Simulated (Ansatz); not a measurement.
Given:

End structure of N on the 1x1 (0001) surface of hcp Ru, one in a 2x2 cell, started at the site 'hollow Ru-Ru-Ru over Ru at depth 2.1 Å':

```yaml
crystal:
  lattice:
    - [5.44280, 0.00000, 0.00000]
    - [-2.72140, 4.71360, 0.00000]
    - [0.00000, 0.00000, 25.50000]
  atoms:
    - { symbol: Ru, position: [0.33333, 0.16667, 0.37633] }
    - { symbol: Ru, position: [0.33333, 0.66667, 0.37633] }
    - { symbol: Ru, position: [0.83333, 0.16667, 0.37633] }
    - { symbol: Ru, position: [0.83333, 0.66667, 0.37633] }
    - { symbol: Ru, position: [0.16667, 0.33333, 0.45766] }
    - { symbol: Ru, position: [0.16667, 0.83333, 0.45766] }
    - { symbol: Ru, position: [0.66667, 0.33333, 0.45766] }
    - { symbol: Ru, position: [0.66667, 0.83333, 0.45766] }
    - { symbol: Ru, position: [0.33333, 0.16667, 0.54072] }
    - { symbol: Ru, position: [0.33061, 0.66531, 0.54360] }
    - { symbol: Ru, position: [0.83469, 0.16939, 0.54360] }
    - { symbol: Ru, position: [0.83469, 0.66531, 0.54360] }
    - { symbol: Ru, position: [0.15993, 0.34007, 0.62642] }
    - { symbol: Ru, position: [0.15993, 0.81987, 0.62642] }
    - { symbol: Ru, position: [0.68013, 0.34007, 0.62642] }
    - { symbol: Ru, position: [0.66667, 0.83333, 0.62316] }
    - { symbol: N, position: [0.33333, 0.16667, 0.66661] }
```

Set-up: 17 atoms, 6.3 Å thick at the start under the adsorbate (thin: gaps and levels are the slab's own); mesh 6x6x1; 0.1 eV smearing; dipole correction on; single point; on the structure that PBE left under its start's symmetry; no spin, no spin-orbit, no U, no dispersion correction. At the end it is bonded to 3 Ru. In PBE it is, or lies within 0.03 eV of, the lowest of the starts that converged; the order may differ at this level.

A negative adsorption energy means that the adsorbate is more stable on the surface than in its reference.

What work function of the top face does r2SCAN, at the PBE geometry (Ansatz, an electronic-structure program) give?

5.34 eV

What is the computed adsorption energy against ½ N2(g) at the same level (r2SCAN, at the PBE geometry)?

-1.10 eV

What change of the step from the bottom to the top vacuum level, against the clean slab does r2SCAN, at the PBE geometry give?

0.39 eV

Predict the change of the work function from r2SCAN, at the PBE geometry.

0.34 eV
